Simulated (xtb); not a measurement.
xtb 6.7.1, GFN1-xTB: Cu(OMe)(fmdH) (C[O][Cu]1[NH]C=[NH]->1), charge 0, multiplicity 2, 12 atoms. The geometry is a generated start, not checked to be a minimum at this level.

* **method**: GFN1-xTB
* **--acc**: 1 (default)
* **--etemp (K)**: 300 (default)
* **detailed input (--input)**: none: ANC optimiser, Lindh (1995) Hessian, microcycle=20, maxdispl=1.0, hlow=0.01 (default)
* **basis functions**: 42
* **valence electrons**: 41

```xyz
12

Cu     0.1161    -0.2255    -0.4085
O     -1.3774    -1.0917    -0.4239
C     -2.2381    -1.3011     0.6325
H     -2.7609    -0.3650     0.8837
H     -2.9924    -2.0407     0.3390
H     -1.7246    -1.6496     1.5397
C      1.9699     1.2195    -0.4296
N      2.0264    -0.0876    -0.4223
N      0.7294     1.6272    -0.4031
H      2.8374     1.8752    -0.4505
H      2.9112    -0.5691    -0.4382
H      0.5031     2.6085    -0.4190
```

Charge 0 and multiplicity 2 are set for this test and not shown to be the ground state. GFN-xTB has no spin term: --uhf 1 sets the occupations alone.

The structure is relaxed from this start with --opt LEVEL for the levels crude, sloppy, loose, lax, normal, tight, vtight, extreme, once each. Up to the end of the extreme run atoms move by at most 0.74 Å along an axis.

Q: Choose the cheapest level whose final energy lies within 5 meV of that of extreme.

A: loose: 17 cycles against 65, ending 3.5 meV above.

```
level    cycles  energy above the extreme run (meV)  gradient norm (eV/Å)
-------  ------  ----------------------------------  --------------------
crude        10                                  22                  0.49
sloppy       14                                 6.7                  0.25
loose        17                                 3.5                  0.19
lax          20                                 1.5                  0.11
normal       22                                 1.2                 0.030
tight        38                                0.33                0.0036
vtight       65                          under 0.01                0.0015
extreme      65                                   —                0.0015
```
